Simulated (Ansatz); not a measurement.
# PtSe2, pressure series

Consider PtSe$_{2}$ in the CdI2 type structure (space group P-3m1, No. 164; layered, stacked along the Cartesian z axis).

```
PtSe2
1.0
    3.73069     0.00000     0.00000
   -1.86534     3.23087     0.00000
    0.00000     0.00000     5.25610
Pt Se
1 2
Cartesian
  0.00000   0.00000   0.00000
  1.86534   1.07696   1.29822
  0.00000   2.15391   3.95788
```

Cell and atoms are relaxed at each pressure.

Method: Ansatz (a program for electronic structure) r2SCAN+rVV10, no spin-orbit coupling.

Computed cases, in order: pressure −1 GPa; 0 GPa (base); pressure 0.9 GPa; pressure 2.1 GPa; pressure 4.5 GPa; pressure 9 GPa; pressure 15 GPa; pressure 22.5 GPa; pressure 30 GPa.

Between which two neighbouring cases does the band gap open or close?

Between pressure −1 GPa (0.34 eV) and 0 GPa (base) (zero). The whole series: pressure −1 GPa: 0.34 eV; 0 GPa (base): zero; pressure 0.9 GPa: zero; pressure 2.1 GPa: zero; pressure 4.5 GPa: zero; pressure 9 GPa: zero; pressure 15 GPa: zero; pressure 22.5 GPa: zero; pressure 30 GPa: zero.

Spin-orbit coupling, missing from the scalar runs, can matter with Pt. Load acts through the strain it causes; cell and atoms are relaxed under it. Whether these cells are dynamically stable was not tested. No other phases were tried under pressure. All final runs are without spin polarisation. The zero or small gap of PtSe2 can change with the level of theory.
